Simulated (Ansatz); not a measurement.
The reference is SrTe in the rock salt structure (space group Fm-3m, No. 225; a = 6.6067 Å).

Computed with Ansatz (a program for electronic structure), PBEsol, PAW, cutoff 420 eV, no SOC.

For the base:

```
Quantity                        Value
---------  --------------------------
Hole mass  0.14, 0.85, 0.85 mₑ (at Γ)
Pressure                     0.0 kbar
```

One thing is altered: the cell is scaled by 1.0150 in all directions, atoms relaxed at fixed cell.

**Question.** What does the calculation give for the hole mass, pressure, mean gap deformation potential ΔEg/Δln V and energy relative to the base after the change?

**Answer.** The hole mass (degenerate bands, along [100]) changes from 0.14, 0.85, 0.85 mₑ (at Γ) to 0.15, 0.91, 0.91 mₑ (at Γ); the pressure goes from zero to -14.5 kbar; the mean gap deformation potential ΔEg/Δln V is +2.6 eV; the energy goes up by 7.7 meV/atom.

With Te present, leaving out spin-orbit coupling can change the band edges. The cells carry an imposed strain or load. Effective masses come from finite differences of ±0.01 Å⁻¹. Whether these cells are dynamically stable was not tested.
